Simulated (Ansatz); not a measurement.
The starting structures come from a database of crystals and need not be the phases stable at ambient conditions.

 Where the default PAW files enter, the runs use the earlier of Ansatz's two default sets.

# Evanescent states of Ca(BC)₂ (I4/mcm, not sure to be the ambient phase, 10 atoms a cell, 10.6 Å³ an atom) along the normal of (100)

Calculation: r2SCAN (plane waves, PAW; Ansatz, a program for electronic structure).

No gap correction and no spin-orbit coupling; mid-gap values are interpolated between computed energies.

Energies count from the valence-band top; κ is the least over a 6×4 mesh across the current.

```tsv
E (eV)	κ (1/Å)	where
0.07	0.077	off Γ
0.12	0.107	off Γ
0.17	0.126	off Γ
0.23	0.135	off Γ
0.28	0.142	off Γ
0.33	0.146	Γ
0.38	0.147	Γ
0.42	0.147	Γ
0.47	0.147	Γ
0.53	0.146	Γ
0.57	0.145	Γ
0.62	0.125	Γ
0.68	0.095	Γ
```

How thick must the barrier be to attenuate the transmission by 10^4 when the electrodes' Fermi level lies at 0.47 eV, and what attenuation does that film give at 0.23 eV?

d = 4 ln 10 / (2 × 0.147) = 31.3 Å. At 0.23 eV it gives 4 × 0.135/0.147 = 3.7 decades.
